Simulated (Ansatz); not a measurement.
Given:

```yaml
crystal:
  lattice:
    - [3.83445, 0.00000, 0.00000]
    - [0.00000, 3.83445, 0.00000]
    - [0.00000, 0.00000, 3.83445]
  atoms:
    - { symbol: Sr, position: [0.00000, 0.00000, 0.00000] }
    - { symbol: Ti, position: [0.50000, 0.50000, 0.50000] }
    - { symbol: O, position: [0.50000, 0.00000, 0.50000] }
    - { symbol: O, position: [0.00000, 0.50000, 0.50000] }
    - { symbol: O, position: [0.50000, 0.50000, 0.00000] }
```

The cell is strained (all lengths scaled by 0.98); by r2SCAN it stands under a pressure of 12.0 GPa.

Transport runs along the normal of the first two printed cell vectors, the (001) plane of the conventional cell.

The gap is the functional's own. No spin-orbit coupling. Mid-gap values are those at the computed energy nearest the middle.

**Question.** Give the band gap and the smallest decay constant κ at mid-gap that Ansatz (a first-principles code) with r2SCAN yields.

**Answer.** Gap 2.39 eV on a 8×8×8 mesh; κ = 0.260 1/Å, at the zone centre.
